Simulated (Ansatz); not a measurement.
Candidates (primitive cells; geometry: relaxed with this functional, without spin-orbit coupling):
A. ScPd (Pm-3m), a = 3.268 Å, b = 3.268 Å, c = 3.268 Å, α = 90.00°, β = 90.00°, γ = 90.00°
B. HfTc (Pm-3m), a = 3.227 Å, b = 3.227 Å, c = 3.227 Å, α = 90.00°, β = 90.00°, γ = 90.00°
C. LaTl (Pm-3m), a = b = c = 3.9202 Å, α = β = γ = 90.00°
D. ScHg (Pm-3m), a = b = c = 3.467 Å, α = β = γ = 90.00°
E. ScAg (Pm-3m), a = 3.3838 Å, b = 3.3838 Å, c = 3.3838 Å, α = 90.00°, β = 90.00°, γ = 90.00°

Problem. Rank these by resistivity at 300 K (highest first), as PBEsol, DFPT electron-phonon coupling, linearised Boltzmann equation (Ansatz, a quantum-chemistry and plane-wave program) gives it.

Solution. C (69 μΩ·cm), D (37 μΩ·cm), E (21 μΩ·cm), A (11.9 μΩ·cm), B (6.2 μΩ·cm)

Metals; harmonic phonons alone scatter; means over directions. Halving the electron mesh moves these values by up to 5 %; q meshes are mostly untested. Some of the runs warned that the eigensolver left states short of its tolerance. Spin-orbit coupling is left out.

Formula and space group known from diffraction (Crystallography Open Database), not checked to be the room-temperature form: HfTc (Pm-3m), LaTl (Pm-3m), ScAg (Pm-3m), ScHg (Pm-3m), ScPd (Pm-3m). The missing spin-orbit coupling matters most for HfTc (Pm-3m), LaTl (Pm-3m), ScHg (Pm-3m).
